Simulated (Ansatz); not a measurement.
PtGe2 (model structure, started from the MoSi2 type, I4/mmm, No. 139, 3 atoms in the cell)

All values below come from PBEsol in Ansatz (PAW).

Run with plane-wave cutoff 500 eV, 18×18×18 k mesh, Fermi–Dirac smearing 0.05 eV, scalar-relativistic PAW data made under PBE.

Cell (relaxed at this level):

```
CELL_PARAMETERS angstrom
     -1.78654     1.78654     3.94436
      1.78654    -1.78654     3.94436
      1.78654     1.78654    -3.94436
ATOMIC_POSITIONS crystal
  Pt 0.00000 0.00000 0.00000
  Ge 0.33843 0.33843 0.00000
  Ge 0.66157 0.66157 0.00000
```

```
Property          Value
--------  -------------
band gap  zero (no gap)
```

Note: the relaxation could raise the start's symmetry but not lower it, so the cell can be a saddle point.

Spin–orbit coupling is not included.

Computed values are for the static lattice.

The result took around 6 core-minutes (rough).

A model structure was made by putting elements into a prototype or built by hand; it is no filed structure, need not be a known phase, and can be a saddle point held by its symmetry.

Ansatz is a first-principles code.
